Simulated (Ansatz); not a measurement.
# NiSi2: pressure series

The parent structure is NiSi₂ (space group Fm-3m, No. 225; a = 5.387 Å; non-magnetic).

Cell and atoms are relaxed at each pressure.

Method: DFT with r2SCAN, PAW potentials and a 500 eV plane-wave cutoff in Ansatz (an electronic-structure program), scalar-relativistic without spin-orbit coupling.

| pressure (GPa) | volume per atom (Å³/atom) |
|---|---|
| -2 | 13.193 |
| -1 | 13.109 |
| 0 | 13.027 |
| 3 | 12.798 |
| 7 | 12.523 |
| 15 | 12.060 |
| 30 | ? |
| 75 | 10.108 |
| 100 | 9.621 |

Task: Fit the third-order Birch–Murnaghan form P(V) = (3B₀/2)[(V₀/V)^(7/3) − (V₀/V)^(5/3)]·[1 + (3/4)(B₀′ − 4)((V₀/V)^(2/3) − 1)] (squares taken in P) to the rows shown and predict the withheld row.

Result: Least squares on the printed values gives V₀ = 13.024 Å³/atom, B₀ = 166 GPa, B₀′ = 4.5; this predicts 11.393 Å³/atom, and the run gives 11.394 Å³/atom, in agreement.

Load acts through the strain it causes; cell and atoms are relaxed under it. Stability against distortions was not tested. No other phases were tried under pressure. Seeded moments were not kept for the base. All final runs are without spin polarisation.
